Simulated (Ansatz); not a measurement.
The starting structures come from a database of crystals and need not be the phases stable at ambient conditions.

Tunnelling through a barrier is set by its complex band structure: the current falls as exp(−2κd) with the smallest κ.

Here is the system:

```yaml
crystal:
  lattice:
    - [3.60951, 0.00000, 0.00000]
    - [0.00000, 3.60951, 0.00000]
    - [1.80476, -1.80476, 2.55231]
  atoms:
    - { symbol: Mg, position: [0.00000, 0.00000, 0.00000] }
    - { symbol: S, position: [0.50000, 0.50000, 0.00000] }
```

The cell is strained (all lengths scaled by 0.98); by r2SCAN it stands under a pressure of 5.1 GPa.

Transport runs along the normal of the first two printed cell vectors, the (001) plane of the conventional cell.

No gap correction and no spin-orbit coupling; mid-gap is the computed energy nearest the middle.

Q: Compute, with r2SCAN (Ansatz, an electronic-structure program), the band gap and the smallest decay constant κ at mid-gap.

A: Gap 3.58 eV on a 12×12×12 mesh; κ = 0.284 1/Å, at the zone centre.
